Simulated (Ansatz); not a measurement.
Start from KCl in the rock salt structure (space group Fm-3m, No. 225).

```
CELL_PARAMETERS angstrom
      0.00000     3.12185     3.12185
      3.12185     0.00000     3.12185
      3.12185     3.12185     0.00000
ATOMIC_POSITIONS crystal
  Cl 0.00000 0.00000 0.00000
  K  0.50000 0.50000 0.50000
```

Calculations: PBEsol, PAW, 420 eV (Ansatz, a first-principles code; no spin-orbit coupling).

For the base:

| Item | Result |
|---|---|
| Electron mass | 0.43 mₑ (at Γ) |

The change: every lattice vector is shortened by 4.84 %, atoms relaxed at fixed cell.

**Question.** How does this affect the electron mass and energy relative to the base?

**Answer.** The electron mass becomes 0.41 mₑ (at Γ) (base: 0.43 mₑ (at Γ)); the energy goes up by 45 meV/atom.

The levels and masses belong to the bands next to the band gap. The cells carry an imposed strain or load. Masses are band curvatures over ±0.01 Å⁻¹ around the edge. Stability against distortions was not tested.
